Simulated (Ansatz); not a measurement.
## Zr: response to strain

Consider Zr in the hcp (Mg type) structure (space group P6_3/mmc, No. 194; a = 3.230 Å, c = 5.179 Å; relaxed with 0.1 eV smearing). Axes: x lies along a and z along c of the hexagonal cell.

Strains are applied to the cell and any free atomic positions relax; under biaxial strain the out-of-plane vector relaxes too.

Level of theory: PBE (Ansatz, a first-principles code, PAW, scalar-relativistic without spin-orbit coupling).

Notes on the quantities. pressure: mean of the normal stresses, compression positive.

```tsv
case	pressure	shortest interatomic distance
base	0.0 GPa	3.191 Å
biaxial strain −3.31 %, plane normal [001], relaxed out of plane	3.2 GPa	3.123 Å
biaxial strain +0.29 %, plane normal [001], relaxed out of plane	-0.3 GPa	3.189 Å
isotropic strain −0.35 %	1.0 GPa	3.180 Å
```

Stability against distortions was not tested. All final runs are without spin polarisation.
